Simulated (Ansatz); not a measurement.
**What Si on a Co site (antisite), symmetric start does to CoSi2**

Base system: a 9-atom supercell of CoSi2 (space group Fm-3m, No. 225; a = 5.3121 Å; non-magnetic) at its relaxed geometry.

It is then changed as follows: a neutral Si on a Co site (antisite), symmetric start, atoms relaxed at fixed cell.

Method: PBEsol/PAW in Ansatz (a quantum-chemistry and plane-wave program), no spin-orbit coupling. Γ-centred 11×11×11 mesh, Fermi–Dirac width 0.05 eV.

| quantity | base | changed | shift |
|---|---|---|---|
| pressure | 0.0 GPa | 14.4 GPa | +14.4 GPa |
| energy gained by relaxation | – | 0.47 eV | – |
| largest displacement of a host atom from its site in the perfect cell | – | 0.17 Å | – |

Final structure:

```yaml
crystal:
  lattice:
    - [-2.65606, 2.65606, 0.00000]
    - [0.00000, -2.65606, 2.65606]
    - [7.96819, 5.31213, 2.65606]
  atoms:
    - { symbol: Si, position: [0.00000, 0.00000, 0.00000] }
    - { symbol: Co, position: [0.00135, 0.66802, 0.33468] }
    - { symbol: Co, position: [0.99865, 0.33198, 0.66532] }
    - { symbol: Si, position: [0.26843, 0.26843, 0.26843] }
    - { symbol: Si, position: [0.24704, 0.91371, 0.58038] }
    - { symbol: Si, position: [0.23542, 0.56876, 0.90209] }
    - { symbol: Si, position: [0.73157, 0.73157, 0.73157] }
    - { symbol: Si, position: [0.76458, 0.43124, 0.09791] }
    - { symbol: Si, position: [0.75296, 0.08629, 0.41962] }
```

Other magnetic orders, which the real material may have, were not ruled out. In so small a cell the defect repeats every few ångströms: this is an ordered compound, not a dilute defect. The defect started on the symmetric site and kept its symmetry, so it may sit on a saddle. Starting moments died away, wholly or in part, for Si on a Co site (antisite) and the base; another magnetic solution may exist. Spin-polarised in the final run: Si on a Co site (antisite); the other runs are not. An odd electron count without spin: CoSi2. The defect cell is spin-polarised and ends with 0.0 μB.
